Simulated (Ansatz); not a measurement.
Consider the following.

```
ZrS2
1.0
    3.68202     0.00000     0.00000
    1.84101     3.18872     0.00000
    0.00000     0.00000     5.85490
Zr S
1 2
Direct
  0.00000   0.00000   0.00000
  0.33333   0.33333   0.24578
  0.66667   0.66667   0.75422
```

No spin polarisation.

Calculations: Kohn–Sham DFT with the r2SCAN+rVV10 functional, run in Ansatz (a first-principles code) with PAW and 500 eV plane waves, no SOC. k-mesh 10×10×6 (Γ-centred); smearing 0.05 eV (Fermi–Dirac).

Predict the gap character and band gap.

The gap character is indirect, K–Γ (87 % along) → L and the band gap comes out as 1.18 eV.

The cells carry an imposed strain or load. Whether these cells are dynamically stable was not tested. The cell was made from ZrS$_{2}$ in the CdI2 type structure (space group P-3m1, No. 164; layered, stacked along the Cartesian z axis) by this change: biaxial strain +0.21 %, plane normal [001], relaxed out of plane.
